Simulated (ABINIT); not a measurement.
# ABINIT run on Os (P6_3/mmc, 4 atoms in the cell): self-consistent single point

Computed with PBE, PAW (JTH v2.0 PBE PAW) (plane waves; ABINIT).

Input:

```
# Os, JTH v2.0 PBE PAW
pp_dirpath "./"
pseudos "Os.GGA_PBE-JTH.xml"
acell 3*1.0
rprim
         5.1843231183    0.0000001543    0.0000000000
        -2.5921616928    4.4897554447    0.0000000000
         0.0000000000    0.0000000000   16.6805936048
natom 4
ntypat 1
znucl 76
typat 1 1 1 1
xred
         0.0000000000    0.0000000000    0.0000000000
         0.0000000000    0.0000000000    0.5000000000
         0.3333333333    0.6666666667    0.2500000000
         0.6666666667    0.3333333333    0.7500000000
ecut 40 Ry
pawecutdg 80 Ry
pawxcdev 0
ixc 11
occopt 7
tsmear 0.00367493
nband 22
kptopt 1
ngkpt 9 9 3
nshiftk 1
shiftk 0 0 0
nstep 60
tolvrs 1.0e-11
prtwf 0
prtden 0
enunit 1
```

Output (repeated stretches shortened):

```
 Symmetries : space group P6_3/m m c (#194); Bravais hP (primitive hexag.)

 -outvars: echo values of preprocessed input variables --------
            acell      1.0000000000E+00  1.0000000000E+00  1.0000000000E+00 Bohr
             ecut      2.00000000E+01 Hartree
           enunit           1
              ixc          11
         kptrlatt        9    0    0      0    9    0      0    0    3
          kptrlen      4.66589081E+01
            natom           4
            nband          22
            ngfft          24      24      72
          ngfftdg          30      30      96
             nkpt          24
            nstep          60
             nsym          24
           ntypat           1
           occopt           7
        pawecutdg      4.00000000E+01 Hartree
         pawxcdev           0
            rprim      5.1843231183E+00  1.5430000000E-07  0.0000000000E+00
                      -2.5921616928E+00  4.4897554447E+00  0.0000000000E+00
                       0.0000000000E+00  0.0000000000E+00  1.6680593605E+01
          spgroup         194
           tolvrs      1.00000000E-11
           tsmear      3.67493000E-03 Hartree
            typat      1  1  1  1
           useylm           1
             xred      0.0000000000E+00  0.0000000000E+00  0.0000000000E+00
                       0.0000000000E+00  0.0000000000E+00  5.0000000000E-01
                       3.3333333333E-01  6.6666666667E-01  2.5000000000E-01
                       6.6666666667E-01  3.3333333333E-01  7.5000000000E-01
            znucl       76.00000

== DATASET  1 ==================================================================

 Exchange-correlation functional for the present dataset will be:
  GGA: Perdew-Burke-Ernzerhof functional - ixc=11
 Citation for XC functional:
  J.P.Perdew, K.Burke, M.Ernzerhof, PRL 77, 3865 (1996)

 Real(R)+Recip(G) space primitive vectors, cartesian coordinates (Bohr,Bohr^-1):
 R(1)=  5.1843231  0.0000002  0.0000000  G(1)=  0.1928892  0.1113646  0.0000000
 R(2)= -2.5921617  4.4897554  0.0000000  G(2)= -0.0000000  0.2227293  0.0000000
 R(3)=  0.0000000  0.0000000 16.6805936  G(3)=  0.0000000  0.0000000  0.0599499
 Unit cell volume ucvol=  3.8826322E+02 bohr^3
 Angles (23,13,12)=  9.00000000E+01  9.00000000E+01  1.20000000E+02 degrees

 Coarse grid specifications (used for wave-functions):

 getcut: wavevector=  0.0000  0.0000  0.0000  ngfft=  24  24  72
         ecut(hartree)=     20.000   => boxcut(ratio)=   2.14408

 Fine grid specifications (used for densities):

 getcut: wavevector=  0.0000  0.0000  0.0000  ngfft=  30  30  96
         ecut(hartree)=     40.000   => boxcut(ratio)=   2.02146

   4.17479765E+03                                ecore*ucvol(ha*bohr**3)

_setup2: Arith. and geom. avg. npw (full set) are    1658.021    1658.007

--- !BeginCycle
solver: {iscf: 17, nstep: 60, nline: 4, wfoptalg: 10, }
tolerances: {tolvrs: 1.00E-11, }
...

     iter   Etot(hartree)      deltaE(h)  residm     nres2
 ETOT  1  -63.033360336024    -6.303E+01 8.998E-02 2.720E+01
 ETOT  2  -63.037814968630    -4.455E-03 1.810E-02 1.023E+00
 ETOT  3  -63.033198081195     4.617E-03 3.318E-03 1.528E-01
 ETOT  4  -63.033058562730     1.395E-04 2.255E-03 2.035E-02
 ETOT  5  -63.033250338864    -1.918E-04 3.612E-04 2.531E-03
 ETOT  6  -63.033248361783     1.977E-06 2.762E-04 1.004E-04
 ETOT  7  -63.033248634294    -2.725E-07 6.407E-05 8.225E-07
 ETOT  8  -63.033248643988    -9.694E-09 1.055E-04 1.768E-07
 ETOT  9  -63.033248643900     8.814E-11 2.486E-05 3.386E-09
 ETOT 10  -63.033248643946    -4.532E-11 3.798E-05 1.695E-10
 ETOT 11  -63.033248643948    -2.601E-12 1.157E-05 2.131E-11
 ETOT 12  -63.033248643949    -4.832E-13 1.273E-05 4.801E-13

 At SCF step   12       nres2   =  4.80E-13 < tolvrs=  1.00E-11 =>converged.

 Cartesian components of stress tensor (hartree/bohr^3)
  sigma(1 1)=  4.37612979E-05  sigma(3 2)=  0.00000000E+00
  sigma(2 2)=  4.37612982E-05  sigma(3 1)=  0.00000000E+00
  sigma(3 3)=  6.66077131E-05  sigma(2 1)=  1.37650692E-13

 ----iterations are completed or convergence reached----

 reduced coordinates (array xred) for    4 atoms
       0.000000000000      0.000000000000      0.000000000000
       0.000000000000      0.000000000000      0.500000000000
       0.333333333333      0.666666666667      0.250000000000
       0.666666666667      0.333333333333      0.750000000000
 cartesian forces (eV/Angstrom) at end:
    1     -0.00000000000000    -0.00000000000000    -0.00000000000000
    2     -0.00000000000000    -0.00000000000000    -0.00000000000000
    3     -0.00000000000000    -0.00000000000000    -0.00000000000000
    4      0.00000000000000     0.00000000000000    -0.00000000000000
 frms,max,avg= 1.3492238E-27 3.3730595E-27   0.000E+00  0.000E+00  0.000E+00 e/A
 length scales=  1.000000000000  1.000000000000  1.000000000000 bohr
              =  0.529177208590  0.529177208590  0.529177208590 angstroms
 Fermi (or HOMO) energy (eV) =   9.42204   Average Vxc (eV)= -13.49136
 Eigenvalues (   eV  ) for nkpt=  24  k points:
 kpt#   1, nband= 22, wtk=  0.00412, kpt=  0.0000  0.0000  0.0000 (reduced coord)
  -1.28913    1.00698    1.01941    1.86986    5.83486    5.86110    6.21686    6.21686
   6.27649    6.27649    6.55311    6.85332    6.85332    7.00367    7.00367    8.58504
   8.58504    9.23351    9.42114    9.42114   10.27377   10.27377
 prteigrs : prtvol=0 or 1, do not print more k-points.

--- !EnergyTerms
comment             : Components of total free energy in Hartree
kinetic             :  2.59800820715492E+01
hartree             :  2.05235104902530E+00
xc                  : -1.69328157900447E+01
Ewald energy        : -8.04397743945937E+01
psp_core            :  1.07524931447862E+01
local_psp           : -1.14089262479722E+01
spherical_terms     :  6.96409205980707E+00
internal            : -6.30324981074429E+01
'-kT*entropy'       : -7.49829675301786E-04
total_energy        : -6.30332479371182E+01
total_energy_eV     : -1.71522190555948E+03
...

-Cartesian components of stress tensor (GPa)         [Pressure= -1.5116E+00 GPa]
- sigma(1 1)=  1.28750162E+00  sigma(3 2)=  0.00000000E+00
- sigma(2 2)=  1.28750163E+00  sigma(3 1)=  0.00000000E+00
- sigma(3 3)=  1.95966625E+00  sigma(2 1)=  4.04982250E-09

 Calculation completed.
```

The run converged in 12 iterations.

The starting cell was generated: these elements placed on a structure prototype, without a prior relaxation; it need not be a known phase or ordering of this composition. Its lattice was rescaled by a random factor within 2.5 % of one. Spin polarisation is off.

Cost on one core of a shared machine: roughly 30 s.
